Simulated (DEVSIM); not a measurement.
System: Ni/Al2O3/SiO2/p-Si capacitor, at 300 K.

Layer 1 from the left is Al2O3, thickness (nm) 7.80. Layer 2 from the left is SiO2, thickness (nm) 1.00. Layer 3 from the left is Si, thickness (nm) 4100, Na (cm⁻³) 2e16.

Metal gate on the left, work function 5.1 eV. Fixed charge at the semiconductor interface 1.75e12 cm⁻² (in units of +e); no interface traps.

This is a model device: material constants are rounded textbook-type values typed into the input, and sizes, dopings and lifetimes were drawn at random. Values at 300 K.

Al2O3: gap (eV) 6.8, affinity (eV) 1.35, permittivity 9. SiO2: gap (eV) 9, affinity (eV) 0.9, permittivity 3.9. Si: gap (eV) 1.124, affinity (eV) 4.05, permittivity 11.7, Nc (cm⁻³) 2.86e19, Nv (cm⁻³) 3.1e19.

Model (solved in DEVSIM): 1D Poisson equation in equilibrium, Boltzmann statistics, complete ionisation; no quantum confinement or tunnelling. Metal contacts follow the ideal Schottky-Mott rule: no Fermi-level pinning, no interface dipoles.

Problem. What does the simulation give for the minimum of the low-frequency capacitance, the threshold voltage (band bending 2φF)?

Solution. minimum of the low-frequency capacitance 0.0496 μF/cm²; threshold voltage (band bending 2φF) 0.60 V.
